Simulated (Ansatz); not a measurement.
## NaBH₄ (within 0.1 Å of P4₂/nmc, No. 137; cell taken from a computed entry)

The numbers are results of LDA (PAW; Ansatz, a program for electronic structure), not measurements.

Settings: plane-wave cutoff 500 eV, 10×10×8 k mesh (along the axes of the cell as run), gaussian smearing 0.02 eV, scalar-relativistic PAW data made under PBE.

Cell: relaxed at this level.

```
Item                                  Result
---------------  ---------------------------
volume per atom                 8.18 Å³/atom
band gap         5.76 eV (on the SCF k mesh)
```

Computed values are for the static lattice.
